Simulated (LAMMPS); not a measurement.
LAMMPS 22 Jul 2025, classical MD, SNAP (Ni_Zuo_JPCA2020.snapcoeff): Ni, 2048 atoms.

```yaml
task: MD, nve
potential: SNAP, Ni_Zuo_JPCA2020.snapcoeff Ni_Zuo_JPCA2020.snapparam
copies_of_the_repeat_unit: 8×8×8
shape (slab and sphere leave vacuum in the box): bulk
neighbor_skin: 2 Å
neigh_modify: every 1 delay 0 check yes
newton: on (default)
atom_modify sort (bins of 2 Å where set): 1000 (default)
comm_style: brick (default)
box: 28.2 × 28.2 × 28.2 Å
start: generated fcc lattice, warmed in an untimed run
```

All runs start from one configuration, warmed at this fixed volume for 300 steps under a thermostat at 300 K. The run at the shortest step has a mean temperature of 300 K and a mean pressure of 1.6 GPa.

Each run covers about 0.40 ps at constant energy (mean temperature 300 K at the shortest step); σ is the standard deviation over the printed steps. One run each, on a shared machine, so no times are given.

Steps tried: 0.5 fs, 1 fs, 2 fs, 2.5 fs, 4 fs, 5 fs, 8 fs, 10 fs, 16 fs, 20 fs, 32 fs.

### Question
What is the longest step at which the total energy fluctuates by under 2 % of the kinetic energy's fluctuation?

### Answer
5 fs. The run fails or blows up at 32 fs.

```tsv
time step	σ(E total)/σ(E kinetic)	last minus first total energy (meV/atom)	mean temperature (K)
0.5 fs	0.00011	under 0.001	300
1 fs	0.00046	under 0.001	300
2 fs	0.0018	under 0.001	300
2.5 fs	0.0029	under 0.001	299
4 fs	0.0074	under 0.001	299
5 fs	0.012	under 0.001	298
8 fs	0.031	+0.014	296
10 fs	0.050	+0.039	294
16 fs	0.15	+0.33	285
20 fs	0.27	+0.90	277
32 fs	stops: Lost atoms	—	—
```

The bar is a choice.
